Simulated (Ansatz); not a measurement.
The parent structure is SiC (space group P6_3mc, No. 186; a = 3.078 Å, c = 10.076 Å).

Structures relaxed with Kohn–Sham DFT with the PBEsol functional, run in Ansatz (a first-principles code) with PAW and 420 eV plane waves, scalar-relativistic without spin-orbit coupling.

Base:

Simulated powder pattern, Mo Kα, λ = 0.71073 Å (kinematic, ideal powder, no thermal factors, no anomalous dispersion; the 8 strongest lines at most, above 2 %, up to 2θ = 40°):

```json
[
 {"2θ (°)": "15.32", "I/Imax (%)": "24", "hkl": "(100)"},
 {"2θ (°)": "15.85", "I/Imax (%)": "99", "hkl": "(101)"},
 {"2θ (°)": "16.22", "I/Imax (%)": "66", "hkl": "(004)"},
 {"2θ (°)": "17.35", "I/Imax (%)": "100", "hkl": "(102)"},
 {"2θ (°)": "25.54", "I/Imax (%)": "29", "hkl": "(105)"},
 {"2θ (°)": "26.70", "I/Imax (%)": "69", "hkl": "(110)"},
 {"2θ (°)": "28.97", "I/Imax (%)": "54", "hkl": "(106)"},
 {"2θ (°)": "31.40", "I/Imax (%)": "55", "hkl": "(114)"}
]
```

After one change:

Simulated powder pattern, Mo Kα, λ = 0.71073 Å (kinematic, ideal powder, no thermal factors, no anomalous dispersion; the 8 strongest lines at most, above 2 %, up to 2θ = 40°):

| 2θ (°) | I/Imax (%) |
|---|---|
| 15.44 | 24 |
| 15.97 | 98 |
| 16.34 | 66 |
| 17.48 | 100 |
| 25.74 | 29 |
| 26.91 | 69 |
| 29.19 | 54 |
| 31.64 | 54 |

**Question.** Name the change that was made.
(A) isotropic strain −0.75 %
(B) isotropic strain −3.00 %
(C) isotropic strain −2.25 %
(D) isotropic strain −1.50 %

**Answer.** A, isotropic strain −0.75 %. Its volume per atom is 10.10 Å³ against 10.33 Å³, and its space group is P6_3mc (No. 186).

Stability against distortions was not tested.
